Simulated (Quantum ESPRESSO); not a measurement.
A self-consistent single point of Ca (Fm-3m, 1 atom in the cell) with Quantum ESPRESSO.

Computed with RPBE, PseudoDojo standard norm-conserving (PBE) pseudopotentials (plane waves; Quantum ESPRESSO).

```
Ca
1.0
   -2.74658     0.00000     2.74658
    0.00000     2.74658     2.74658
   -2.74658     2.74658     0.00000
Ca
1
Cartesian
  0.00000   0.00000   0.00000
```

Reference input (self-consistent single point, DFT, PBEsol, plane waves, PseudoDojo standard norm-conserving (PBESOL) pseudopotentials): ecutwfc = 70 Ry; occupations = smearing; smearing = fd; degauss = 0.0036749 Ry; potentials = {Ca: Ca.upf}; K_POINTS = automatic 10 10 10 0 0 0; conv_thr = 1e-10 Ry. This run's input differs from it in these lines:

```diff
@@ -17,2 +17,3 @@
     degauss = 0.0036749,
+    input_dft = 'rpbe',
 /
```

Its files differ too (potentials: PseudoDojo standard norm-conserving (PBE)).

Output (repeated stretches shortened):

```
     Self-consistent Calculation

     iteration #  1     ecut=    70.00 Ry     beta= 0.70

     Threshold (ethr) on eigenvalues was too large:
     Diagonalizing with lowered threshold

     c_bands:  1 eigenvalues not converged
     c_bands:  1 eigenvalues not converged
     c_bands:  1 eigenvalues not converged
     c_bands:  1 eigenvalues not converged

     total energy              =     -77.48151630 Ry
     estimated scf accuracy    <       0.00232216 Ry

     iteration #  2     ecut=    70.00 Ry     beta= 0.70

     total energy              =     -77.48183925 Ry
     estimated scf accuracy    <       0.00020523 Ry

     iteration #  3     ecut=    70.00 Ry     beta= 0.70
     c_bands:  1 eigenvalues not converged
     c_bands:  1 eigenvalues not converged

     total energy              =     -77.48186598 Ry
     estimated scf accuracy    <       0.00001055 Ry

   [... 2 blocks of this kind left out ...]

     iteration #  6     ecut=    70.00 Ry     beta= 0.70

     total energy              =     -77.48186746 Ry
     estimated scf accuracy    <          2.1E-10 Ry

     iteration #  7     ecut=    70.00 Ry     beta= 0.70
     End of self-consistent calculation

     the Fermi energy is     5.2537 ev

!    total energy              =     -77.48186746 Ry
     estimated scf accuracy    <          9.9E-11 Ry
     smearing contrib. (-TS)   =      -0.00073075 Ry
     internal energy E=F+TS    =     -77.48113671 Ry

     convergence has been achieved in   7 iterations

     Forces acting on atoms (cartesian axes, Ry/au):

     atom    1 type  1   force =     0.00000000    0.00000000    0.00000000

     Total force =     0.000000     Total SCF correction =     0.000000

          total   stress  (Ry/bohr**3)                   (kbar)     P=       12.09
   0.00008220  -0.00000000  -0.00000000           12.09       -0.00       -0.00
  -0.00000000   0.00008220   0.00000000           -0.00       12.09        0.00
  -0.00000000   0.00000000   0.00008220           -0.00        0.00       12.09

   JOB DONE.
```

The run converged in 7 iterations. Against the reference run the pressure goes from -0.38 to 1.21 GPa.

The starting cell comes from a database of computed structures (which also holds hypothetical and non-ambient phases and stackings), without a prior relaxation at this level. Its lattice was rescaled by a random factor within 2.5 % of one.
